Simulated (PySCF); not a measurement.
PySCF 2.14.0, R2SCAN/def2-svp, df: Mo(O)2(Cl)(OMe) (C[O][Mo](=[O])(=[O])[Cl]), 9 atoms. The geometry is a generated start, not checked to be a minimum at this level.

```json
{
 "task": "energy",
 "method": "r2scan",
 "basis": "def2-svp",
 "two_electron_scheme": "density fitting",
 "mol.max_memory": "3000 MB",
 "mf.max_cycle": "100",
 "mf.init_guess": "minao (default)",
 "mf.DIIS": "CDIIS (default)",
 "mf.conv_tol": "1e-09 (default)",
 "mf.grids.level": "3 (default)",
 "effective_core_potentials": "those of the basis set, past Kr",
 "basis_functions": "120",
 "grid_points": "127112"
}
```

```xyz
9

Mo     0.5061     0.4350     1.3179
O      2.1412     0.4020     1.4300
O     -0.2624    -0.3849     2.5103
Cl    -0.0221     2.5181     1.6420
O     -0.0651    -0.0041    -0.2548
C     -0.4909    -0.6200    -1.4300
H     -0.8645     0.1340    -2.1331
H      0.3529    -1.1527    -1.8896
H     -1.2953    -1.3274    -1.1927
```

Charge 0 and multiplicity 1 are set for this test and not shown to be the ground state.

One run each on 2 threads, 1 BLAS thread. Values of diis_space tried: 3, 5, 8 (default), 12, 20.

### Question
Predict the course of the Fock builds along this series.

### Answer
Fewest Fock builds, within one of each other: 8 (default) with 15, 12 with 16, 20 with 16. The count rises to 20 at 5. The run ends without SCF convergence in 100 cycles at 3.

```json
[
 {"diis_space": "3", "Fock builds": "101", "end": "no convergence"},
 {"diis_space": "5", "Fock builds": "20", "end": "same solution"},
 {"diis_space": "8 (default)", "Fock builds": "15", "end": "same solution"},
 {"diis_space": "12", "Fock builds": "16", "end": "same solution"},
 {"diis_space": "20", "Fock builds": "16", "end": "same solution"}
]
```
